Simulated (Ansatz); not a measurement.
**Response to strain in Al2Pt**

The reference is Al2Pt (space group Fm-3m, No. 225; a = 5.897 Å; relaxed with 0.1 eV smearing). Axes: x, y, z lie along the cube axes.

Strains are applied to the cell and any free atomic positions relax; under biaxial strain the out-of-plane vector relaxes too.

Calculations: PBEsol (Ansatz, an electronic-structure program), no SOC.

| biaxial strain, plane normal [111], relaxed out of plane (%) | out-of-plane strain (%) |
|---|---|
| 0 | 0.00 |
| 0.42 | -0.43 |
| 0.83 | -0.85 |
| 1.25 | -1.27 |
| 1.67 | ? |
| 2.08 | -2.08 |
| 2.5 | -2.48 |

Problem. Fit ε⊥ = −νε + γε² (strains in %) to the rows shown and predict the withheld row.

Solution. Least squares on the printed values gives ν = 1.04 (the biaxial Poisson response) and γ = 0.019 (largest residual 0.00 %); this predicts -1.68 %, and the run gives -1.68 %, in agreement.

Whether these cells are dynamically stable was not tested. The final runs are not spin-polarised.
